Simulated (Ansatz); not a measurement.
TiAl₃ (I4/mmm, No. 139), treated with revPBE (plane waves, PAW; Ansatz, a quantum-chemistry and plane-wave program).

Numerical settings: plane-wave cutoff 520 eV, 20×20×20 k mesh, Fermi–Dirac smearing 0.05 eV, no spin polarisation, scalar-relativistic PAW data made under PBE.

Energies at three volumes about the minimum:

```tsv
V (Å³/atom)	E − E_lowest (meV/atom)
15.874	2.13
16.198	0.00
16.521	2.00
```

Problem. Fit a parabola by hand: where is the minimum, and what is the bulk modulus?

Solution. Slopes: (0.00 − 2.13)/(16.198 − 15.874) = -6.574 and (2.00 − 0.00)/(16.521 − 16.198) = 6.192 meV/Å³. Curvature E″ = 2 × (6.192 − (-6.574))/(16.521 − 15.874) = 39.462 meV/Å⁶. From the middle of the first interval, the slope vanishes at V0 = 16.0360 − (-6.574)/39.462 = 16.203 Å³/atom. B = V0 E″ = 16.203 × 39.462 meV/Å³ × 0.1602 GPa per meV/Å³ = 102 GPa. The full Birch–Murnaghan fit to all volumes gives V0 = 16.197 Å³/atom and B0 = 102 GPa.

Shape and atoms are relaxed at each volume.

Measured, for comparison: equilibrium volume per atom 15.93 Å³/atom (temperature not stated, not corrected to a static lattice; as tabulated in P. Norby and A. Norlund Christensen, Acta Chemica Scandinavica A40, 157 (1986)). Computed (rounded) less measured: equilibrium volume per atom +1.7 %.

Note: the bulk modulus comes from volumes at which shape and atoms were relaxed.
